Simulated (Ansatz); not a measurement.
PBE against r2SCAN: hypothetical fluorite YbSi2

The parent structure is YbSi2 in the fluorite structure (space group Fm-3m, No. 225; a = 6.457 Å; a hypothetical phase, not in the database extracts checked).

(Cell as relaxed with PBE.)

Levels (all Ansatz, a quantum-chemistry and plane-wave program, PAW): PBE (420 eV, spin-orbit coupling left out); r2SCAN (500 eV, no spin-orbit coupling).

Each level relaxes its own structure.

| quantity | PBE | r2SCAN |
|---|---|---|
| volume per atom | 22.43 Å³ | ? |
| lattice parameter a | 6.457 Å | ? |
| band gap | zero | ? |

### Question
Predict the r2SCAN column.

### Answer

- volume per atom, r2SCAN: 22.17 Å³
- lattice parameter a, r2SCAN: 6.431 Å
- band gap, r2SCAN: zero

PBE's volume per atom lies 0.26 Å³ above r2SCAN's (1.2 %); PBE's lattice parameter a lies 0.026 Å above r2SCAN's (0.4 %); the two agree on the band gap. Neither level is exact; r2SCAN is the comparison here, not a measurement.

The state of the 4f shell was not checked for lower solutions. Stability against distortions was not tested. Starting moments died away, wholly or in part, for the base; another magnetic solution may exist. All final runs are without spin polarisation.
